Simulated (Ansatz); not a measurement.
Take BAs in the wurtzite structure (space group P6_3mc, No. 186; a = 3.354 Å, c = 5.554 Å; a cell from a computed database, its experimental status unchecked) as the base.

One thing is altered: a hydrostatic pressure of 1.5 GPa.

Levels (all Ansatz, a quantum-chemistry and plane-wave program, PAW): PBEsol (420 eV, scalar-relativistic without spin-orbit coupling); PBEsol+SOC (420 eV, spin-orbit coupling included).

The geometry is relaxed with PBEsol.

| Item | Result |
|---|---|
| PBEsol band gap | 1.01 eV |
| PBEsol valence-band top at Γ | 0.00, 0.00, -0.40 eV |

With PBEsol+SOC at the same geometry, the hole mass amounts to 0.52 mₑ along c, 0.25 mₑ across (at Γ); the band gap decreases by 0.07 eV, from 1.01 eV to 0.94 eV; the valence-band top at Γ (three highest Kramers pairs, from the VBM) changes from 0.00, 0.00, -0.40 eV to 0.00, -0.12, -0.50 eV.

Single points use the geometry relaxed with PBEsol. The spin-orbit shifts are approximate. Load acts through the strain it causes; cell and atoms are relaxed under it. Effective masses come from finite differences of ±0.01 Å⁻¹. Whether these cells are dynamically stable was not tested. This is not the structure that BAs has at room temperature and ambient pressure.
